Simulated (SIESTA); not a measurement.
Input and output of a self-consistent single point for KCaCl3 (Cm, 5 atoms in the cell) (SIESTA).

Computed with GGA PBEsol, numerical atomic orbitals DZP, PseudoDojo PBEsol standard norm-conserving potentials (rewritten from UPF to PSML) (SIESTA).

The change in words: lattice scaled by 0.98. Reference geometry:
```xyz
5
Lattice="3.8229 -3.8243 0.0000 3.8229 3.8243 0.0000 -0.0005 0.0000 5.4065" Properties=species:S:1:pos:R:3 pbc="T T T"
K      7.6303     0.0000     5.4064
Ca     3.8065     0.0000     2.6233
Cl     5.7147     1.9271     2.6102
Cl     5.7147    -1.9271     2.6102
Cl     3.8781     0.0000     5.3262
```

Reference input (self-consistent single point, DFT, GGA PBEsol, numerical atomic orbitals DZP, PseudoDojo PBEsol standard norm-conserving potentials (rewritten from UPF to PSML)): XC.functional = GGA; XC.authors = PBEsol; potentials = PseudoDojo PBEsol standard; PAO.BasisSize = DZP; PAO.EnergyShift = 0.005 Ry; MeshCutoff = 400 Ry; kgrid.MonkhorstPack = 3 3 3; OccupationFunction = FD; ElectronicTemperature = 10 K; MaxSCFIterations = 150; SCF.Mixer.Method = Pulay; SCF.Mixer.Weight = 0.1. This run's input differs from it in these lines:

```diff
@@ -13,5 +13,5 @@
 %block LatticeVectors
-     3.822865000   -3.824315000    0.000000000
-     3.822865000    3.824315000    0.000000000
-    -0.000528000    0.000000000    5.406520000
+     3.746408000   -3.747829000    0.000000000
+     3.746408000    3.747829000    0.000000000
+    -0.000517000    0.000000000    5.298390000
 %endblock LatticeVectors
@@ -19,7 +19,7 @@
 %block AtomicCoordinatesAndAtomicSpecies
-     7.630292837    0.000000000    5.406411870  1
-     3.806476319   -0.000000000    2.623297569  2
-     5.714698895    1.927072328    2.610159726  3
-     5.714698895   -1.927072328    2.610159726  3
-     3.878082218   -0.000000000    5.326179113  3
+     7.477688019   -0.000000000    5.298284032  1
+     3.730347305   -0.000000000    2.570831812  2
+     5.600405578    1.888531033    2.557956724  3
+     5.600405578   -1.888531033    2.557956724  3
+     3.800521311   -0.000000000    5.219655925  3
 %endblock AtomicCoordinatesAndAtomicSpecies
```

The program printed (abridged):

```
        iscf     Eharris(eV)        E_KS(eV)     FreeEng(eV)     dDmax    Ef(eV) dHmax(eV)
   scf:    1    -3209.742468    -3210.601612    -3210.601612  1.802068 -4.496672  2.591524
   scf:    2    -3210.849701    -3210.728514    -3210.728514  0.025545 -4.719603  2.203345
   scf:    3    -3211.119094    -3210.983560    -3210.983560  0.114788 -5.787851  0.514683
   scf:    4    -3210.985631    -3210.987371    -3210.987371  0.032151 -6.279720  0.169119
   scf:    5    -3210.992136    -3210.990125    -3210.990125  0.010299 -6.191585  0.053772
   scf:    6    -3210.990433    -3210.990315    -3210.990315  0.005472 -6.156562  0.006744
   scf:    7    -3210.990287    -3210.990305    -3210.990305  0.000974 -6.153807  0.012211
   scf:    8    -3210.990323    -3210.990318    -3210.990318  0.001087 -6.148141  0.006102
   scf:    9    -3210.990319    -3210.990318    -3210.990318  0.000290 -6.149687  0.000374
   scf:   10    -3210.990318    -3210.990318    -3210.990318  0.000028 -6.149401  0.000723
SCF Convergence by DM+H criterion
max |DM_out - DM_in|         :     0.0000284799
max |H_out - H_in|      (eV) :     0.0007226630
SCF cycle converged after 10 iterations

Using DM_out to compute the final energy and forces

siesta: E_KS(eV) =            -3210.9903

siesta: E_KS - E_eggbox =     -3210.9903

siesta: Atomic forces (eV/Ang):
     1   -0.014066   -0.000000    0.014499
     2    0.094855   -0.000000    0.033626
     3   -0.054131   -0.045633   -0.023621
     4   -0.054131    0.045633   -0.023621
     5    0.023144    0.000000    0.000855
   Tot   -0.004329    0.000000    0.001737
   Max    0.094855
   Res    0.038483    sqrt( Sum f_i^2 / 3N )
   Max    0.094855    constrained

Stress tensor Voigt[x,y,z,yz,xz,xy] (kbar):      -26.53      -26.50      -26.35       -0.00       -0.04       -0.00
   [... lines left out ...]
siesta: FreeEng =     -3210.990318
   [... lines left out ...]
siesta:    -0.016558   -0.000000   -0.000022
siesta:    -0.000000   -0.016539    0.000000
siesta:    -0.000022   -0.000000   -0.016443

siesta: Cell volume =        148.788292 Ang**3

siesta: Pressure (static):
siesta:                Solid            Molecule  Units
siesta:           0.00017985          0.00018910  Ry/Bohr**3
siesta:           0.01651345          0.01736208  eV/Ang**3
siesta:          26.45747167         27.81712354  kBar
```

The run converged in 10 iterations. Against the reference run the free energy goes up by 18.5 meV/atom, the pressure goes from 0.64 to 2.65 GPa, the largest force goes from 0.089 to 0.101 eV/Å and the gap on the mesh goes from 4.685 to 4.846 eV.

The starting cell comes from a database of computed structures (which also holds hypothetical and non-ambient phases and stackings), without a prior relaxation at this level. For this run, on top of that: lattice scaled by 0.98. Values carry the incompleteness of an atom-centred basis. The basis of the alkali or alkaline-earth atoms may lack their empty d shell, which can raise the gap.
